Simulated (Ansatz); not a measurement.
Results of r²SCAN+SOC (Ansatz, a program for electronic structure, PAW) for rock-salt LaS.

Numerical settings: plane-wave cutoff 560 eV, 16×16×16 k mesh, Fermi–Dirac smearing 0.05 eV, PAW data made under PBE.

Pressure at four volumes; x = ln(V/25.521 Å³). One pressure is withheld.

```csv
V (Å³/atom),x,P (GPa)
23.990,-0.0619,?
24.500,-0.0408,3.76
25.521,0.0000,0.00
27.053,0.0583,-4.30
```

Question: Pass a parabola P(x) through the three rows shown, estimate the bulk modulus and its pressure derivative near zero pressure, and predict the withheld pressure.

Answer: Slopes between the rows: (0.00 − (3.76))/(0.0000 − (-0.0408)) = -92.16 and (-4.30 − (0.00))/(0.0583 − (0.0000)) = -73.76 GPa. Their difference over the span 0.0991 is c = 18.40/0.0991 = 185.7 GPa, so P(x) = 3.76 + (-92.16)(x − (-0.0408)) + 185.7 (x − (-0.0408))(x − (0.0000)). At the middle row B = −dP/dx = −[-92.16 + 185.7 × 0.0408] = 84.6 GPa, and B′ = dB/dP = 2c/B = 4.4. At x = -0.0619 the parabola gives 5.95 GPa; the run gives 5.97 GPa. The Birch–Murnaghan fit to the energies at all volumes has B0 = 84.0 GPa and B′ = 4.5.

Note: the relaxation could not lower the start's symmetry, so the cell can be a saddle point above a distorted one.
